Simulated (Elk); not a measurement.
Band structure of Na (Im-3m, 1 atom in the cell).

```
Na
1.0
   -2.13000     2.13000     2.13000
    2.13000    -2.13000     2.13000
    2.13000     2.13000    -2.13000
Na
1
Cartesian
  0.00000   0.00000   0.00000
```

Computed with PBE, all-electron FP-LAPW, Elk's shipped species files, LAPW+lo basis run with Elk.

Settings: xctype = 20; rgkmax = 7.5; swidth = 0.00367493 Ha; ngridk = 9 9 9; gmaxvr = 16 1/bohr; nxoapwlo = 1; maxscl = 100.

The starting cell has typed, rounded lattice constants, without a prior relaxation at this level. Values depend on the basis (sphere radii, cutoffs, local orbitals), which need not be converged.

Levels in eV from the Fermi level, bands 1 to 8:
| point | 1 | 2 | 3 | 4 | 5 | 6 | 7 | 8 |
|---|---|---|---|---|---|---|---|---|
| Γ | -53.10 | -25.02 | -25.02 | -25.02 | -3.20 | 11.45 | 11.45 | 11.45 |
| H | -53.10 | -25.04 | -25.04 | -25.04 | 4.45 | 4.45 | 4.74 | 4.74 |
| N | -53.10 | -25.05 | -25.03 | -25.02 | 0.74 | 1.16 | 8.03 | 8.85 |
| P | -53.10 | -25.03 | -25.03 | -25.03 | 2.65 | 2.65 | 2.65 | 4.14 |

Bands cross the Fermi level along this path, so the cell is metallic at this level.
